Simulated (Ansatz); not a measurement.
Results of PBEsol (Ansatz, a first-principles code, plane waves, PAW) for MoGe2 (I4/mmm, No. 139, 3 atoms in the cell; start mp-10201).

Settings: plane-wave cutoff 520 eV, 24×24×24 k mesh, Fermi–Dirac smearing 0.05 eV, no spin polarisation, scalar-relativistic PAW data made under PBE.

Cell (relaxed at this level):

```yaml
crystal:
  lattice:
    - [-1.64849, 1.64849, 4.09401]
    - [1.64849, -1.64849, 4.09401]
    - [1.64849, 1.64849, -4.09401]
  atoms:
    - { symbol: Ge, position: [0.66215, 0.66215, 0.00000] }
    - { symbol: Ge, position: [0.33785, 0.33785, 0.00000] }
    - { symbol: Mo, position: [0.00000, 0.00000, 0.00000] }
```

Predict the bulk modulus.


- bulk modulus: 180 GPa

Note: the run has no spin polarisation, so it can have missed a magnetic state; the bulk modulus is −V dP/dV from two relaxed cells at ±2 % in volume; the relaxation could not lower the start's symmetry, so the cell can be a saddle point above a distorted one.

Computed values are for the static lattice.

Cost on a shared machine: roughly 7 core-minutes.

A start named mp-… is a Materials Project structure, which need not be a measured phase.
